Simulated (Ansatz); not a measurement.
Consider CdTe in the zinc blende structure (space group F-43m, No. 216; a = 6.409 Å). Axes: x, y, z lie along the cube axes.

Level of theory: LDA (Ansatz, a quantum-chemistry and plane-wave program; PAW; 420 eV plane waves; scalar-relativistic without spin-orbit coupling).

For the base:

| Quantity | Value |
|---|---|
| Valence-band top at Γ | 0.00, 0.00, 0.00 eV |
| Band gap | 0.61 eV |

It is then changed as follows: a pure shear with ε_xy = ε_yx = 0.0057, atoms relaxed at fixed cell.

Q: Estimate the effect on the stress, valence-band top at Γ, band gap and energy relative to the base.

A: The stress (xx, yy, zz, yz, xz, xy; compression positive) is (0.00, 0.00, 0.00, 0.00, 0.00, -0.25) GPa; the valence-band top at Γ (three highest levels, from the VBM) changes from 0.00, 0.00, 0.00 eV to 0.00, -0.03, -0.06 eV; the band gap decreases by 0.03 eV, from 0.61 eV to 0.58 eV; the energy is nearly the same.

With Te present, leaving out spin-orbit coupling can change the band edges. The cells carry an imposed strain or load. Whether these cells are dynamically stable was not tested.
